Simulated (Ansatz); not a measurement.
Si (diamond structure), cut as (110) film, 12 layers, ended by OH; geometry relaxed with PBE. The in-plane lattice is held at the bulk value. With PBE (Ansatz, an electronic-structure program) the gap on the k-mesh of the run is 0.75 eV. k-points: Γ-centred 5×7×1 mesh; occupations: Fermi-Dirac, 0.020 eV; spin polarisation not allowed. No spin-orbit coupling.

Problem. What gap does HSE06 (Ansatz) give on the same geometry and mesh?

Solution. 1.31 eV, wider by 0.56 eV.
